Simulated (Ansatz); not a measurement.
Functionals compared on a constructed model of the (0001) surface of hcp Ru, a pseudomorphic layer of Rh in the host's stacking (bottom of the slab: a bare face, its two planes held), in Ansatz (plane waves, PAW). The structure was relaxed with PBE; the other rows are single points on it. Cutoff 420 eV (500 eV for r2SCAN).

Model: 7-atom slab, 13.3 Å thick at the start with caps and adatoms (thin: gaps and levels are the slab's own), 16x16x1 mesh, Fermi-Dirac 0.1 eV, dipole correction, 2 atoms held, the rest relaxed; symmetry of the start imposed; no spin, no spin-orbit, no U. In PBE it is, or lies within 0.01 eV a 1x1 cell of, the lowest of the 2 structures of its composition computed so far; subsurface sites and larger cells were not tried. These notes are the PBE run's.

```tsv
functional	work function of the top face (eV)	rough cost of the single point
PBE	5.05	–
RPBE	4.87	roughly 30 core-seconds
r2SCAN	5.03	around 50 core-seconds (rough)
```

Ansatz is a quantum-chemistry and plane-wave program.
